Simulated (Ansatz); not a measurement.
**Response to strain in Te**

The reference is Te (space group P3_121, No. 152; a = 4.624 Å, c = 5.903 Å; made of chains). Axes: x lies along a and z along c of the hexagonal cell.

Strains are applied to the cell and any free atomic positions relax; under biaxial strain the out-of-plane vector relaxes too.

The values are results of r2SCAN, PAW, 500 eV (Ansatz, an electronic-structure program; scalar-relativistic without spin-orbit coupling), not measurements.

Notes on the quantities. pressure: mean of the normal stresses, compression positive.

```csv
case,smallest direct gap,volume per atom,pressure,band gap
base,0.60 eV,36.44 Å³,0.00 GPa,0.55 eV
"biaxial strain −2.56 %, plane normal [001], relaxed out of plane",0.36 eV,35.11 Å³,0.33 GPa,0.34 eV
"biaxial strain −2.35 %, plane normal [001], relaxed out of plane",0.38 eV,35.22 Å³,0.30 GPa,0.36 eV
"biaxial strain +0.17 %, plane normal [001], relaxed out of plane",0.61 eV,36.53 Å³,-0.02 GPa,0.56 eV
isotropic strain +2.82 %,0.55 eV,39.61 Å³,-1.30 GPa,0.50 eV
isotropic strain +3.00 %,0.55 eV,39.82 Å³,-1.36 GPa,0.50 eV
uniaxial strain ε_xx = −0.35 %,0.58 eV,36.31 Å³,0.05 GPa,0.54 eV
uniaxial strain ε_xx = +1.08 %,0.61 eV,36.83 Å³,-0.14 GPa,0.57 eV
uniaxial strain ε_xx = +4.48 %,0.67 eV,38.07 Å³,-0.49 GPa,0.64 eV
uniaxial strain ε_zz = −0.79 %,0.65 eV,36.15 Å³,0.24 GPa,0.59 eV
```

Spin-orbit coupling, missing from the scalar runs, can matter with Te. No phonon test of stability was made. No dispersion term is included, though the crystal is made of layers, chains or molecules, so its spacings can come out too wide.
